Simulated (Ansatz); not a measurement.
We consider 1T (CdI2-type) MgI2, described by PBE-D3(BJ) (plane waves, PAW; Ansatz, a first-principles code).

Rigid layers of the crystal as relaxed at this level are moved apart or together:

```tsv
run	k mesh	layer repeat (Å)	energy against free layers (meV/Å²)	gap on the mesh (eV)
1	12×12×6	6.56	-12.60	3.278
2	12×12×6	6.71	-13.49	3.425
3	12×12×6	6.86	-13.67	3.543
4	12×12×6	7.06	-13.20	3.577
5	12×12×6	7.36	-11.71	3.595
6	12×12×4	7.86	-8.79	3.613
7	12×12×4	8.86	-4.53	3.634
8	12×12×4	10.86	-1.38	3.646
```

The lowest energy of these points lies at a layer repeat of 6.86 Å.

Spin–orbit coupling is not included.
